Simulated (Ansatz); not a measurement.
Os3Ru (model structure, started from the A15 type, Pm-3n, No. 223, 8 atoms in the cell) was calculated with PBEsol (Ansatz, a program for electronic structure, PAW).

Numerical settings: plane-wave cutoff 520 eV, 12×12×12 k mesh, Fermi–Dirac smearing 0.05 eV, no spin polarisation, scalar-relativistic PAW data made under PBE.

Cell (relaxed at this level):

```xyz
8
Lattice="4.8431 0.0000 0.0000 0.0000 4.8431 0.0000 0.0000 0.0000 4.8431" Properties=species:S:1:pos:R:3 pbc="T T T"
Os     1.2108     0.0000     2.4215
Os     3.6323     0.0000     2.4215
Os     0.0000     2.4215     1.2108
Os     0.0000     2.4215     3.6323
Os     2.4215     1.2108     0.0000
Os     2.4215     3.6323     0.0000
Ru     0.0000     0.0000     0.0000
Ru     2.4215     2.4215     2.4215
```

Task: Give the computed bulk modulus.

Result: 
- bulk modulus: 372 GPa

Note: the run has no spin polarisation, so it can have missed a magnetic state; the bulk modulus is −V dP/dV from two relaxed cells at ±2 % in volume; the relaxation could raise the start's symmetry but not lower it, so the cell can be a saddle point.

Spin–orbit coupling is not included.

The computed numbers hold no vibrational or temperature effects.

The result took about 3 core-minutes (a rough figure).

A model structure was made by putting elements into a prototype or built by hand; it is no filed structure, need not be a known phase, and can be a saddle point held by its symmetry.
